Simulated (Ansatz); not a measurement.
A defect in polar orthorhombic HfO2 moves over a barrier of 1.56 eV by a hop of 3.12 Å along (-0.34, 0.00, 0.50) of the unit cell (96 sites, 2×2×2 shifted). Calculation: PBE, PAW (plane waves to 420 eV; Ansatz, a program for electronic structure).

Each figure is the lowest single hop between equivalent sites among the routes that converged and passed our checks, counted from the lowest site run. It need not be the barrier to long-range diffusion, and untried routes may lie lower. Climbing-image NEB, static nuclei, fixed cells, no finite-size correction; on the finer meshes named, energies are single points at the band's geometries. Saddle orders were checked for a part of the study's bands only and are not shown. Vacancies start on their lattice site; split forms were not set up. Charge states are imposed. Spin-orbit coupling is left out.

Which of these computed defects is it?
A. interstitial O, charge -2
B. O vacancy, charge +2
C. interstitial Li, charge +1
D. interstitial Na, charge +1

D, interstitial Na, charge +1. The others have 1.09 eV (interstitial Li, charge +1), 0.48 eV (interstitial O, charge -2), 0.50 eV (O vacancy, charge +2).
